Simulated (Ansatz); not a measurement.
## GaO (model structure, started from the beta GaS type, P6₃/mmc, No. 194, 8 atoms in the cell)

Calculation: r²SCAN+rVV10 (PAW; Ansatz, a quantum-chemistry and plane-wave program).

Run with plane-wave cutoff 560 eV, 12×12×4 k mesh (along the axes of the cell as run), Fermi–Dirac smearing 0.01 eV, scalar-relativistic PAW data made under PBE.

Cell (relaxed at this level):

```yaml
crystal:
  lattice:
    - [3.07697, 0.00000, 0.00000]
    - [-1.53849, 2.66474, 0.00000]
    - [0.00000, 0.00000, 12.35564]
  atoms:
    - { symbol: Ga, position: [0.33333, 0.66667, 0.14989] }
    - { symbol: Ga, position: [0.66667, 0.33333, 0.64989] }
    - { symbol: Ga, position: [0.66667, 0.33333, 0.85011] }
    - { symbol: Ga, position: [0.33333, 0.66667, 0.35011] }
    - { symbol: O, position: [0.33333, 0.66667, 0.59384] }
    - { symbol: O, position: [0.66667, 0.33333, 0.09384] }
    - { symbol: O, position: [0.66667, 0.33333, 0.40616] }
    - { symbol: O, position: [0.33333, 0.66667, 0.90616] }
```

band gap: 1.46 eV (direct)

Note: the relaxation could raise the start's symmetry but not lower it, so the cell can be a saddle point.

Spin–orbit coupling is not included.

Static lattice: no zero-point or thermal effects.

Computing time: about 60 core-seconds (a rough figure).

A model structure was made by putting elements into a prototype or built by hand; it is no filed structure, need not be a known phase, and can be a saddle point held by its symmetry.
